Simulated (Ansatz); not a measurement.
# Effect of biaxial strain +1.80 %, plane normal [001], relaxed out of plane on TiO2

Consider TiO2 in the anatase structure (space group I4_1/amd, No. 141; a = 3.739 Å, c = 9.455 Å). Axes: x, y, z lie along a, b, c of the conventional cell.

Perturbation: tensile biaxial strain of 1.80 % in the plane normal to [001], as in epitaxy on a mismatched substrate; the out-of-plane cell vector and the atoms relax.

The values are results of plane-wave PAW DFT at the LDA level (Ansatz, a quantum-chemistry and plane-wave program, 420 eV), no spin-orbit coupling, not measurements. k-mesh 12×12×12 (Γ-centred); smearing 0.05 eV (Fermi–Dirac).

- Volume per atom = 11.12 Å³ (base 11.02 Å³)
- Space group = I4_1/amd (No. 141) (base I4_1/amd (No. 141))
- Shortest interatomic distance = 3.659 bohr (base 3.612 bohr)
- Energy relative to the base (free energy F) = +6.8 meV/atom
- Pressure (mean of the normal stresses, compression positive) = -37.5 kbar (base 0.0 kbar)
- Band gap = 1.91 eV (base 2.08 eV)
- Gap character = indirect, Γ–X (87 % along) → Γ (base indirect, Γ–X (87 % along) → Γ)
- Width of the top valence band = 0.92 eV (base 0.86 eV)
- Out-of-plane strain = -2.59 %
- Ratio −ε⊥/ε∥ = 1.44
- Mean in-plane stress (compression positive) = -5.6 GPa

Final structure (turned so that z lies along the plane normal):

```
CELL_PARAMETERS angstrom
      3.80665     0.00000     0.00000
      0.00000     3.80665     0.00000
      1.90333    -1.90333     4.60523
ATOMIC_POSITIONS crystal
  Ti 0.25000 0.25000 0.50000
  Ti 0.00000 0.00000 0.00000
  O  0.46149 0.03851 0.07702
  O  0.21149 0.78851 0.57702
  O  0.78851 0.21149 0.42298
  O  0.03851 0.46149 0.92298
```

Stability against distortions was not tested. The final runs are not spin-polarised.
